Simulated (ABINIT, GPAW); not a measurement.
A GPAW input for a self-consistent single point of SnO₂ (P4_2/mnm, 6 atoms in the cell) (DFT PBE, plane waves, GPAW PAW datasets PBE (gpaw-data 1.0.1)):

```python
from ase import Atoms
from ase.units import GPa
from gpaw import GPAW

atoms = Atoms(['Sn', 'Sn', 'O', 'O', 'O', 'O'],
              cell=[[4.780191, 0.000000, 0.000000],
                    [0.000000, 4.780191, 0.000000],
                    [0.000000, 0.000000, 3.217848]],
              positions=[[2.390096, 2.390096, 1.608924],
                         [0.000000, 0.000000, 0.000000],
                         [0.927500, 3.852691, 1.608924],
                         [3.852691, 0.927500, 1.608924],
                         [3.317596, 3.317596, 0.000000],
                         [1.462595, 1.462595, 0.000000]],
              pbc=True)

calc = GPAW(mode={'name': 'pw', 'ecut': 950},
            xc='PBE',
            kpts={'size': (7, 7, 10), 'gamma': True},
            occupations={'name': 'fermi-dirac', 'width': 0.0},
            nbands=-8,
            convergence={'density': 1e-05, 'energy': 1e-05, 'bands': -6},
            symmetry={'symmorphic': False, 'tolerance': 0.0005},
            maxiter=100)

atoms.calc = calc

energy = atoms.get_potential_energy()
print('Energy (eV):', round(energy, 6))
forces = atoms.get_forces()
print('Forces (eV/Ang):')
print(forces.round(5))
stress = atoms.get_stress()
print('Stress (GPa, Voigt):', (stress / GPa).round(4))
```

Q: Translate this input to ABINIT.

A: One input that does it (others would too):

```
# SnO2, JTH v2.0 PBE PAW
pp_dirpath "./"
pseudos "Sn.GGA_PBE-JTH.xml, O.GGA_PBE-JTH.xml"
acell 9.0332518134 9.0332518134 6.0808514307
rprim
         1.0000000000    0.0000000000    0.0000000000
         0.0000000000    1.0000000000    0.0000000000
         0.0000000000    0.0000000000    1.0000000000
natom 6
ntypat 2
znucl 50 8
typat 1 1 2 2 2 2
xcart
         2.3900955000    2.3900955000    1.6089240000
         0.0000000000    0.0000000000    0.0000000000
         0.9275004597    3.8526905403    1.6089240000
         3.8526905403    0.9275004597    1.6089240000
         3.3175959597    3.3175959597    0.0000000000
         1.4625950403    1.4625950403    0.0000000000
      Angstrom
ecut 653 eV
pawecutdg 1306 eV
pawovlp -1
pawxcdev 0
occopt 1
nband 30
kptopt 1
ngkpt 7 7 10
nshiftk 1
shiftk 0 0 0
nstep 100
tolvrs 1.0e-10
diemac 4
prtwf 0
prtden 0
enunit 1
```

Basis, cutoffs, solver keys and any potentials are the target program's own. This input uses DFT, PBE, plane waves, PAW (JTH v2.0 PBE PAW).

The starting cell comes from a database of computed structures (which also holds hypothetical and non-ambient phases and stackings), without a prior relaxation at this level. Its lattice was rescaled by a random factor within 2.5 % of one. For this run, on top of that: lattice scaled by 0.98.
